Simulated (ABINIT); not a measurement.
Worked example: self-consistent single point of Ag2O (Pn-3m, 6 atoms in the cell) in ABINIT.

Level of theory: PBE, PAW (JTH v2.0 PBE PAW) (plane waves; ABINIT 10.0.3).

```xyz
6
Lattice="4.7540 0.0000 0.0000 0.0000 4.7540 0.0000 0.0000 0.0000 4.7540" Properties=species:S:1:pos:R:3 pbc="T T T"
Ag     1.1885     1.1885     3.5655
Ag     1.1885     3.5655     1.1885
Ag     3.5655     3.5655     3.5655
Ag     3.5655     1.1885     1.1885
O      0.0000     0.0000     0.0000
O      2.3770     2.3770     2.3770
```

Reference input (self-consistent single point, DFT, PBE, plane waves, PAW (JTH v2.0 PBE PAW)): pseudos = [Ag.GGA_PBE-JTH.xml, O.GGA_PBE-JTH.xml]; ecut = 48 Ry; pawecutdg = 96 Ry; pawxcdev = 0; ixc = 11; occopt = 6; tsmear = 0.05 eV; ngkpt = 5 5 5; nshiftk = 1; shiftk = 0 0 0; potentials = JTH v2.0 PBE PAW; nband = 36. This run's input differs from it in these lines:

```diff
@@ -19,4 +19,4 @@
          0.5000000000    0.5000000000    0.5000000000
-ecut 48 Ry
-pawecutdg 96 Ry
+ecut 70 Ry
+pawecutdg 140 Ry
 pawovlp -1
```

Output, abridged:

```
--- !BeginCycle
solver: {iscf: 17, nstep: 50, nline: 4, wfoptalg: 10, }
tolerances: {tolvrs: 1.00E-11, }
...

     iter   Etot(hartree)      deltaE(h)  residm     nres2
 ETOT  1  -185.03784890389    -1.850E+02 1.025E-01 9.591E+01
 ETOT  2  -185.13774404548    -9.990E-02 5.610E-03 9.929E+01
 ETOT  3  -185.04921424178     8.853E-02 4.286E-03 3.048E+00
 ETOT  4  -185.04951662325    -3.024E-04 3.993E-04 1.279E-01
 ETOT  5  -185.04941746770     9.916E-05 2.340E-04 2.796E-02
   [... 6 lines left out ...]
 ETOT 12  -185.04941397960    -4.576E-12 4.819E-06 8.733E-10
 ETOT 13  -185.04941397960     0.000E+00 5.507E-06 3.352E-11
 ETOT 14  -185.04941397960     3.553E-12 2.309E-06 2.205E-11
 ETOT 15  -185.04941397961    -7.987E-12 3.778E-06 1.842E-12
 At SCF step   15       nres2   =  1.84E-12 < tolvrs=  1.00E-11 =>converged.

 Cartesian components of stress tensor (hartree/bohr^3)
  sigma(1 1)= -9.96811675E-05  sigma(3 2)=  0.00000000E+00
  sigma(2 2)= -9.96811675E-05  sigma(3 1)=  0.00000000E+00
  sigma(3 3)= -9.96811675E-05  sigma(2 1)=  0.00000000E+00

 ----iterations are completed or convergence reached----

 reduced coordinates (array xred) for    6 atoms
       0.250000000000      0.250000000000      0.750000000000
       0.250000000000      0.750000000000      0.250000000000
       0.750000000000      0.750000000000      0.750000000000
       0.750000000000      0.250000000000      0.250000000000
       0.000000000000      0.000000000000      0.000000000000
       0.500000000000      0.500000000000      0.500000000000
 cartesian forces (eV/Angstrom) at end:
   [... lines left out ...]
 Fermi (or HOMO) energy (hartree) =   0.05966   Average Vxc (hartree)=  -0.38452
 Fermi (or HOMO) energy (eV) =   1.62354   Average Vxc (eV)= -10.46321
   [... lines left out ...]
'-kT*entropy'       : -1.15635434366357E-05
total_energy        : -1.85049414208996E+02
total_energy_eV     : -5.03545064310913E+03
...

-Cartesian components of stress tensor (GPa)         [Pressure=  2.9327E+00 GPa]
- sigma(1 1)= -2.93272071E+00  sigma(3 2)=  0.00000000E+00
- sigma(2 2)= -2.93272071E+00  sigma(3 1)=  0.00000000E+00
- sigma(3 3)= -2.93272071E+00  sigma(2 1)=  0.00000000E+00

 Calculation completed.
```

The run converged in 15 iterations. Against the reference run the free energy goes down by 11.5 meV/atom and the pressure hardly changes (2.86 to 2.93 GPa).

The starting cell comes from a database of computed structures (which also holds hypothetical and non-ambient phases and stackings), without a prior relaxation at this level. The run gives no clean gap (levels at the Fermi energy touch, overlap or are partly filled at this smearing), which alone does not show that the compound is a metal.

Cost on one core of a shared machine: roughly 4 min.
